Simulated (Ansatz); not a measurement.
The starting structures come from a database of crystals and need not be the phases stable at ambient conditions.

 Where the default PAW files enter, the runs use the earlier of Ansatz's two default sets.

By PBEsol, the system below comes out a metal.

Without scattering a metal conducts by its projected Fermi surface.

Data:

```xyz
6
Lattice="3.3158 0.0000 0.0000 1.6579 11.6754 0.0518 1.6579 0.2227 2.8629" Properties=species:S:1:pos:R:3 pbc="T T T"
Ta     1.6579     8.7874     0.2764
Ta     4.9737     3.1006     2.6390
S      3.3158    10.4046     1.1107
S      3.3158     4.5846     1.5635
S      4.9737     7.3907     2.3052
S      3.3158     1.4776     1.8052
```

Space group of this cell: R3m. The cell was relaxed by PBE-D3(BJ); by PBEsol its mean pressure is -1.1 GPa.

The current flows along the normal of the first two printed cell vectors, the (101) plane of the conventional cell. No spin-orbit coupling; the value is a mean over 0.1 eV about the Fermi level.

### Question
State the ballistic conductance per area according to PBEsol run with Ansatz (a quantum-chemistry and plane-wave program).

### Answer
0.55 × 10¹⁵ S/m² for both spins.
